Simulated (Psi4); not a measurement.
Psi4 1.11, PBE0/def2-svp, scf_type pk: Mo(O)(NH)(Cl)(NMe2) (C[N](C)[Mo](=[NH])(=[O])[Cl]), 14 atoms. The geometry is a generated start, not checked to be a minimum at this level.

```yaml
task: energy
method: pbe0
basis: def2-svp
memory: 7 GB
e_convergence: 1e-08
d_convergence: 1e-07
guess: auto, which took SAD (default)
diis_max_vecs: 10 (default)
scf_initial_accelerator: adiis (default)
dft_radial_points: 75 (default)
dft_spherical_points: 302 (default)
effective_core_potentials: those of the basis set, past Kr
basis_functions: 154
grid_points: 298455
```

```xyz
14

Mo     0.7717    -1.4047    -0.1627
O      2.1901    -1.3159     0.6831
N      1.0144    -1.3567    -1.8866
H      1.4628    -1.3365    -2.7942
Cl    -0.3238    -3.2079     0.3256
N     -0.1463     0.2244     0.2326
C     -1.4851     0.2765     0.7894
C      0.4011     1.5539     0.0369
H     -1.4867     0.8212     1.7476
H     -2.1748     0.7970     0.1063
H     -1.8690    -0.7404     0.9722
H     -0.1981     2.1211    -0.6919
H      0.4181     2.1139     0.9826
H      1.4255     1.4542    -0.3410
```
Charge 0, spin multiplicity 1.

The reference run uses exact four-centre integrals (scf_type = pk). Single runs; times are not shown.

Settings tried, all else as in the reference:
- scf_type = cd, cholesky_tolerance = 1e-05
- scf_type = cd, cholesky_tolerance = 1e-06
- scf_type = dfdirj+cosx, cosx_radial_points_final = 25, cosx_spherical_points_final = 50
- scf_type = dfdirj+snlink
- scf_type = dfdirj+cosx, cosx_radial_points_final = 75, cosx_spherical_points_final = 302
- scf_type = dfdirj+link
- scf_type = dfdirj+cosx
- scf_type = cd, cholesky_tolerance = 0.01
- scf_type = cd, cholesky_tolerance = 0.001
- scf_type = mem_df
- scf_type = cd, cholesky_tolerance = 0.0001 (default)
- scf_type = dfdirj+cosx, cosx_radial_points_final = 50, cosx_spherical_points_final = 194

Which of these stay within 1.0 meV/atom in energy of the reference run?

Within it: scf_type = cd, cholesky_tolerance = 1e-06; scf_type = mem_df; scf_type = dfdirj+cosx, cosx_radial_points_final = 75, cosx_spherical_points_final = 302; scf_type = dfdirj+cosx, cosx_radial_points_final = 50, cosx_spherical_points_final = 194; scf_type = dfdirj+link; scf_type = dfdirj+snlink; scf_type = cd, cholesky_tolerance = 1e-05. At the edge (between 0.75 and 1.33 times the tolerance): scf_type = dfdirj+cosx; scf_type = dfdirj+cosx, cosx_radial_points_final = 25, cosx_spherical_points_final = 50; scf_type = cd, cholesky_tolerance = 0.0001 (default). Outside: scf_type = cd, cholesky_tolerance = 0.001; scf_type = cd, cholesky_tolerance = 0.01.

| setting | energy against the reference |
|---|---|
| scf_type = cd, cholesky_tolerance = 1e-06 | under 0.001 meV/atom |
| scf_type = mem_df | −0.092 meV/atom |
| scf_type = dfdirj+cosx, cosx_radial_points_final = 75, cosx_spherical_points_final = 302 | −0.22 meV/atom |
| scf_type = dfdirj+cosx, cosx_radial_points_final = 50, cosx_spherical_points_final = 194 | −0.25 meV/atom |
| scf_type = dfdirj+link | −0.25 meV/atom |
| scf_type = dfdirj+snlink | −0.25 meV/atom |
| scf_type = cd, cholesky_tolerance = 1e-05 | −0.31 meV/atom |
| scf_type = dfdirj+cosx | −0.78 meV/atom |
| scf_type = dfdirj+cosx, cosx_radial_points_final = 25, cosx_spherical_points_final = 50 | +1.3 meV/atom |
| scf_type = cd, cholesky_tolerance = 0.0001 (default) | −1.3 meV/atom |
| scf_type = cd, cholesky_tolerance = 0.001 | −4.3 meV/atom |
| scf_type = cd, cholesky_tolerance = 0.01 | +33 meV/atom |

Total energies are compared; such shifts often cancel in part in energy differences. The DFDIRJ builders fit J, which adds its shift to that of exchange. Psi4 runs the final COSX grid once, on the density of the start grid. No test of the SCF solution's stability was run. Also tried and not ranked: scf_type = direct (same energy as a listed run). The tolerance is a choice made for this comparison.
